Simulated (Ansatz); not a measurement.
An Ansatz (an electronic-structure program) run: BaTiO3 with a change (x(Zr) = 0.5, 10 atoms, P4/mmm (arrangement A)); r2SCAN (Ansatz), no SOC.

Input:

Ansatz 0.2 input:
```yaml
crystal:
  lattice:
    - [4.117614405, 0, 0]
    - [0, 4.117614405, 0]
    - [0, 0, 8.1657619447]
  atoms:
    - { symbol: Ba, position: [0, 0, 0.7391544077] }
    - { symbol: Ba, position: [0, 0, 0.2608455923] }
    - { symbol: Zr, position: [0.5, 0.5, 0] }
    - { symbol: Ti, position: [0.5, 0.5, 0.5] }
    - { symbol: O, position: [0, 0.5, 0] }
    - { symbol: O, position: [0, 0.5, 0.5] }
    - { symbol: O, position: [0.5, 0.5, 0.7377910379] }
    - { symbol: O, position: [0.5, 0.5, 0.2622089621] }
    - { symbol: O, position: [0.5, 0, 0] }
    - { symbol: O, position: [0.5, 0, 0.5] }
basis: { ecutwfc: 500, ecutrho_ratio: 4, xc_grid: 4, fft_grid_basis: typed }
kpoints: { mp_grid: { grid: [8, 8, 4] } }
hamiltonian:
  xc: r2scan
  dispersion: none
  pseudopotentials: { kind: paw }
scf: { occupations: { method: fermi_dirac, width: 0.05 }, convergence: { dr2_threshold: 0.000000001 } }
output: { forces: true, stress: true }
checkpoint: { write: state.ck, write_every: 1000 }
```

Output:

```
WARN ansatz: RAYON_NUM_THREADS=1 ignored (pool sized by the plan → 1); use --threads N
Pseudopotentials: kind: paw
Pseudopotential: Ba, paw, valence charge 10
Pseudopotential: Zr, paw, valence charge 12
Pseudopotential: Ti, paw, valence charge 12
Pseudopotential: O, paw, valence charge 6
Functional definition: r2SCAN
Crystal: 10 atoms, lattice volume = 138.448 Å³
Basis set: ecut = 500 eV, 3549 PW (Γ), exchange–correlation on 128×128×240 points (64 copies of the dense FFT grid, shifted against one another)
Bands: 50, of which v1, the nominal top of the filled ones, is band 40 counted from 1 (39 counted from 0)
Symmetry: 16 space group operations
Space group: P4/mmm (ITA 123), of the structure as read, at distance tolerance 5.2e-5 Å
k-points: 45 of 256
PAW frozen core: Ba, regenerated for the run's functional
PAW frozen core: Zr, regenerated for the run's functional
PAW frozen core: Ti, regenerated for the run's functional
PAW frozen core: O, regenerated for the run's functional
Initial density: superposition of atomic densities (neutral atoms: chi_scale 0, normalization atom), corrected by the library's trained network
Initial wavefunctions: pseudopotential atomic-orbital guess
Eigensolver: davidson
Functional: x = r2scan, c = r2scan; τ floored in thin density (d = 2e-4 eV/Å³)
SCF iter   1: F=—  HF=-22058.882499 eV  |F-HF|=—  |Δ(HF+E_count)|=         —  Δρ=1.76e-2  dr2=5.68e-1  dr2_τ=4.74e-1  ethr=1.77e-3  ⟨swp⟩=6.6  Hψ=9874  notcnv=0  defer=30
all-band conjugate gradients solve this SCF's bands
preconditioner: auto → Resta (q_TF=auto, 2.490 Å⁻¹)
SCF iter   2: F=—  HF=-22059.090744 eV  |F-HF|=—  |Δ(HF+E_count)|=   2.08e-1  Δρ=9.75e-3  dr2=9.13e-2  dr2_τ=3.00e-2  ethr=7.10e-4  ⟨swp⟩=3.0  Hψ=4811  notcnv=0  defer=164
SCF iter   3: F=—  HF=-22059.078216 eV  |F-HF|=—  |Δ(HF+E_count)|=   1.25e-2  Δρ=3.58e-3  dr2=1.30e-2  dr2_τ=1.18e-3  ethr=1.14e-4  ⟨swp⟩=2.4  Hψ=3506  notcnv=0  defer=164
SCF iter   4: F=—  HF=-22059.076054 eV  |F-HF|=—  |Δ(HF+E_count)|=   2.16e-3  Δρ=1.50e-3  dr2=2.39e-3  dr2_τ=4.30e-4  ethr=1.63e-5  ⟨swp⟩=2.0  Hψ=3390  notcnv=0  defer=164
SCF iter   5: F=—  HF=-22059.075707 eV  |F-HF|=—  |Δ(HF+E_count)|=   3.47e-4  Δρ=4.07e-4  dr2=1.74e-4  dr2_τ=2.17e-5  ethr=2.99e-6  ⟨swp⟩=2.0  Hψ=3297  notcnv=0  defer=164
SCF iter   6: F=—  HF=-22059.075727 eV  |F-HF|=—  |Δ(HF+E_count)|=   1.96e-5  Δρ=1.96e-4  dr2=5.89e-5  dr2_τ=5.05e-6  ethr=2.17e-7  ⟨swp⟩=2.0  Hψ=3418  notcnv=0  defer=164
SCF iter   7: F=—  HF=-22059.075714 eV  |F-HF|=—  |Δ(HF+E_count)|=   1.32e-5  Δρ=8.77e-5  dr2=1.30e-5  dr2_τ=4.14e-7  ethr=7.36e-8  ⟨swp⟩=2.0  Hψ=3005  notcnv=0  defer=164
SCF iter   8: F=—  HF=-22059.075713 eV  |F-HF|=—  |Δ(HF+E_count)|=   6.60e-7  Δρ=1.83e-5  dr2=4.14e-7  dr2_τ=6.85e-8  ethr=1.62e-8  ⟨swp⟩=2.0  Hψ=2911  notcnv=0  defer=164
SCF iter   9: F=—  HF=-22059.075713 eV  |F-HF|=—  |Δ(HF+E_count)|=   1.69e-7  Δρ=8.14e-6  dr2=1.13e-7  dr2_τ=5.36e-9  ethr=5.18e-10  ⟨swp⟩=2.0  Hψ=4024  notcnv=0  defer=164
SCF iter  10: F=—  HF=-22059.075713 eV  |F-HF|=—  |Δ(HF+E_count)|=   1.55e-8  Δρ=1.20e-6  dr2=2.29e-9  dr2_τ=8.98e-11  ethr=1.42e-10  ⟨swp⟩=2.4  Hψ=3462  notcnv=0  defer=164
SCF iter  11: F=-22059.075713 eV  HF=-22059.075713 eV  |F-HF|=0.00e0  |Δ(HF+E_count)|=  6.18e-11  Δρ=1.75e-7  dr2=4.99e-11  dr2_τ=1.91e-12  ethr=1.25e-12  ⟨swp⟩=4.2  Hψ=7836  notcnv=0
SCF 1 converged in 11 iterations: F = -22059.075713 eV  dr2 = 4.99e-11
SCF converged after 11 iterations
Free energy (F): -22059.075713 eV
Harris-Foulkes:  -22059.075713 eV  (|F-HF|=0.00e0)
Internal energy: -22059.075713 eV  (E = F + TS)
E sigma→0 (E₀):  -22059.075713 eV
Fermi energy:    10.843397 eV
--- Per-component energies (eV) ---
  E_band       = -301.123809
  E_kinetic    = 2009.189302
  E_local      = -4084.339234  (includes V_loc(G=0)·N_el)
  E_nonlocal   = 471.461696
  E_hartree    = 1528.697871
  E_xc         = -1013.590519
  E_vxc        = -1287.174096  (∫ρ·V_xc dr)
  E_paw        = -15485.321934  (= ΣΔE_a)
  E_vpaw       = -544.738915  (= ΣTr[D̂ρ^β])
  E_aug_tail   = 0.006209  (compensation charges beyond the density's cutoff)
  E_vtau       = 77.075506  (kinetic-family band-sum trace: ∫τ·v_τ [+ j·A + Jᵃ·Aᵃ] dr)
  E_ewald      = -5484.710093
  E_core_change = -0.469012  (= ΣΔE_core)
  E_smearing   = -0.000000  (= −TS)
  E_closure    = 0.000000  (closes the sum)
  Σ components = -22059.075713   (vs F -22059.075713, Δ=0.00e0)
  [band-id]    e_kinetic+e_local+e_nonlocal+2·e_hartree+e_vxc+e_vpaw+e_augmentation_tail+e_vtau = -301.123789   (vs E_band -301.123809, Δ=2.07e-5)
--- Forces (eV/Å), atoms counted from 1 ---
  atom   1  Ba    -0.00000000     0.00000000     0.00191481
  atom   2  Ba     0.00000000     0.00000000    -0.00191481
  atom   3  Zr    -0.00000000    -0.00000000    -0.00000000
  atom   4  Ti     0.00000000    -0.00000000     0.00000000
  atom   5  O     -0.00000000     0.00000000     0.00000000
  atom   6  O      0.00000000     0.00000000     0.00000000
  atom   7  O     -0.00000000     0.00000000     0.00271535
  atom   8  O      0.00000000     0.00000000    -0.00271535
  atom   9  O     -0.00000000    -0.00000000    -0.00000000
  atom  10  O      0.00000000    -0.00000000    -0.00000000
  max |Σ_I F_I| component: 8.67e-19 eV/Å
--- Stress (GPa, compression-positive) ---
        0.009088       0.000000       0.000000
        0.000000       0.009088       0.000000
        0.000000       0.000000      -0.008701
  P = ⅓ Tr σ = 0.0032 GPa (0.032 kbar)
  The stress holds the Pulay correction. Without it, at fixed plane waves, as pw.x and ABINIT print it: P = -0.0621 GPa
  The stress includes an estimate of the error left by incomplete SCF convergence (largest component -0.0000 GPa).
--- Band table ---
  band table: none
```

Each cell is one ordered arrangement of few atoms, which overstates ordering effects compared with a random alloy. Whether these cells are dynamically stable was not tested. The final runs are not spin-polarised. The cell was made from BaTiO3 by this change: x(Zr) = 0.5, 10 atoms, P4/mmm. Many cubic perovskites are stable only at high temperature; tilts and polar distortions were not tested.
